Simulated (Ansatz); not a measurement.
Base system: TiC in the rock salt structure (space group Fm-3m, No. 225; a = 4.328 Å; relaxed with 0.1 eV smearing). Axes: x, y, z lie along the cube axes.

All numbers come from Ansatz (a first-principles code), r2SCAN, PAW, cutoff 500 eV, spin-orbit coupling left out.

The change: tensile biaxial strain of 2.50 % in the plane normal to [001], as in epitaxy on a mismatched substrate; the out-of-plane cell vector and the atoms relax.

Estimate the effect on the ratio −ε⊥/ε∥.

The ratio −ε⊥/ε∥ is 0.46.

No phonon test of stability was made. The final runs are not spin-polarised.
